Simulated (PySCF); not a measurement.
PySCF 2.14.0, PBE/def2-svp, df: In(H)(F)(Br) ([F][InH][Br]), 4 atoms. The geometry is a generated start, not checked to be a minimum at this level.

```
Quantity                                             Value
-------------------------  -------------------------------
task                                                energy
method                                                 pbe
basis                                             def2-svp
two-electron scheme                        density fitting
mol.max_memory                                     3000 MB
mf.max_cycle                                           100
mf.conv_tol                                1e-09 (default)
mf.grids.level                                 3 (default)
effective core potentials  those of the basis set, past Kr
basis functions                                         77
grid points                                          66368
```

```xyz
4

In    -0.1608    -0.0653    -0.1146
H     -1.4680    -0.4521    -1.1036
F      0.3320     1.8230    -0.2083
Br     1.2969    -1.3056     1.4265
```

With the defaults (mf.DIIS = CDIIS, mf.diis = true, mf.damp = 0, mf.diis_start_cycle = 1, mf.init_guess = minao, mf.diis_space = 8, mf.diis_damp = 0, newton = off) it converges in 14 Fock builds. One run each on 2 threads, 1 BLAS thread, with these changes:
- mf.diis = false
- mf.diis_space = 20
- mf.diis_space = 3
- mf.init_guess = huckel
- mf.diis_damp = 0.3
- newton = Hessian by the SCF's own integrals
- mf.DIIS = ADIIS
- mf.diis = false, mf.damp = 0.7, mf.diis_start_cycle = 999
- mf.DIIS = EDIIS

Problem. Name the settings that don't reach the solution of the defaults.

Solution. No convergence: mf.DIIS = EDIIS; mf.diis = false (the run ends without SCF convergence in 100 cycles). The rest reach the solution of the defaults.

| setting | Fock builds | end |
|---|---|---|
| mf.diis_damp = 0.3 | 13 | same solution |
| the defaults | 14 | same solution |
| mf.diis_space = 20 | 14 | same solution |
| mf.init_guess = huckel | 16 | same solution |
| mf.diis_space = 3 | 21 | same solution |
| mf.DIIS = ADIIS | 25 | same solution |
| mf.diis = false, mf.damp = 0.7, mf.diis_start_cycle = 999 | 26 | same solution |
| newton = Hessian by the SCF's own integrals | 56 | same solution |
| mf.DIIS = EDIIS | 101 | no convergence |
| mf.diis = false | 101 | no convergence |

Under newton the count holds the products with the orbital Hessian.
